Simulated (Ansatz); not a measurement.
Input and output of a self-consistent single point for Zn₃Hg (Amm2, 4 atoms in the cell) (Ansatz, a quantum-chemistry and plane-wave program).

Level of theory: LDA (PW92), default PAW files made with PBE (plane waves; Ansatz).

```
Zn3Hg
1.0
   10.47985     0.00000     0.00000
    0.00000     1.43677     2.47639
    0.00000    -1.43677     2.47639
Zn Hg
3 1
Cartesian
  0.00000   0.00000   3.29126
  2.20423   0.00000   1.69627
  8.27562   0.00000   1.69627
  5.23993   0.00000   3.22173
```

Reference input (self-consistent single point, DFT, LDA (PW92), plane waves, default PAW files made with PBE): kpoints.mp_grid.grid = 3 11 11; kpoints.mp_grid.shift = 0.5 0.5 0.5; hamiltonian.xc = lda; hamiltonian.pseudopotentials = {kind: paw} (the program's default PAW files); scf.occupations.method = fermi_dirac; scf.occupations.width = 0.05 eV. This run's input differs from it in these lines:

Ansatz 0.2 input:
```diff
@@ -12,3 +12,3 @@
 kpoints:
-  mp_grid: { grid: [3, 11, 11], shift: [0.5, 0.5, 0.5] }
+  mp_grid: { grid: [4, 17, 17], shift: [0.5, 0.5, 0.5] }
 hamiltonian:
```

Log, with long lists cut:

```
SCF iter   1: F=—  HF=-23260.357430 eV  |F-HF|=—  |Δ(HF+E_count)|=         —  Δρ=5.13e-3  dr2=4.36e-2  ethr=1.77e-3  ⟨swp⟩=6.7  Hψ=22368  notcnv=0  defer=11
all-band conjugate gradients solve this SCF's bands
preconditioner: auto → Kerker (q_TF=auto, 2.601 Å⁻¹)
SCF iter   2: F=—  HF=-23260.355310 eV  |F-HF|=—  |Δ(HF+E_count)|=   2.12e-3  Δρ=2.25e-3  dr2=2.21e-2  ethr=7.79e-5  ⟨swp⟩=2.8  Hψ=10200  notcnv=0  defer=70
   [... lines left out ...]
SCF iter   6: F=—  HF=-23260.352286 eV  |F-HF|=—  |Δ(HF+E_count)|=   1.63e-5  Δρ=1.90e-4  dr2=1.84e-5  ethr=1.22e-7  ⟨swp⟩=2.0  Hψ=8624  notcnv=0  defer=87
SCF iter   7: F=—  HF=-23260.352275 eV  |F-HF|=—  |Δ(HF+E_count)|=   1.10e-5  Δρ=4.64e-5  dr2=1.32e-6  ethr=3.29e-8  ⟨swp⟩=2.0  Hψ=9061  notcnv=0  defer=87
SCF iter   8: F=—  HF=-23260.352274 eV  |F-HF|=—  |Δ(HF+E_count)|=   3.48e-7  Δρ=1.79e-5  dr2=3.40e-7  ethr=2.36e-9  ⟨swp⟩=2.0  Hψ=8285  notcnv=0  defer=89
SCF iter   9: F=-23260.352274 eV  HF=-23260.352274 eV  |F-HF|=3.35e-10  |Δ(HF+E_count)|=   5.45e-8  Δρ=3.32e-6  dr2=8.65e-9  ethr=1.79e-10  ⟨swp⟩=7.4  Hψ=24191  notcnv=0
SCF 1 converged in 9 iterations: F = -23260.352274 eV  dr2 = 8.65e-9
Free energy (F): -23260.352274 eV
Internal energy: -23260.340125 eV  (E = F + TS)
E sigma→0 (E₀):  -23260.346200 eV
Entropy (-TS):   -0.012149 eV (-3.037 meV/atom)
Fermi energy:    10.894526 eV
--- Forces (eV/Å), atoms counted from 1 ---
  atom   1  Zn    -0.00000000     0.00000000     0.03311380
  atom   2  Zn    -0.05387069    -0.00000000    -0.01217666
  atom   3  Zn     0.05387069    -0.00000000    -0.01217666
  atom   4  Hg    -0.00000000     0.00000000    -0.00875329
--- Stress (GPa, compression-positive) ---
       -6.363540      -0.000000      -0.000000
       -0.000000      -8.101809       0.000000
       -0.000000       0.000000      -8.286856
  P = ⅓ Tr σ = -7.5841 GPa (-75.841 kbar)
  The stress holds the Pulay correction. Without it, at fixed plane waves, as pw.x and ABINIT print it: P = -7.6325 GPa
```

The run converged in 9 iterations. Against the reference run the free energy goes up by 1.3 meV/atom, the pressure stays near -7.58 GPa while the yy stress (positive for compression) goes from -7.65 to -8.10 GPa and the largest force goes from 0.033 to 0.055 eV/Å.

The starting cell comes from a database of computed structures (which also holds hypothetical and non-ambient phases and stackings), without a prior relaxation at this level. With a pressure of about -8 GPa the cell is away from its equilibrium volume at this level. Ansatz's pressure includes its estimate of the finite-basis (Pulay) stress.

Cost on one core of a shared machine: roughly 40 s.
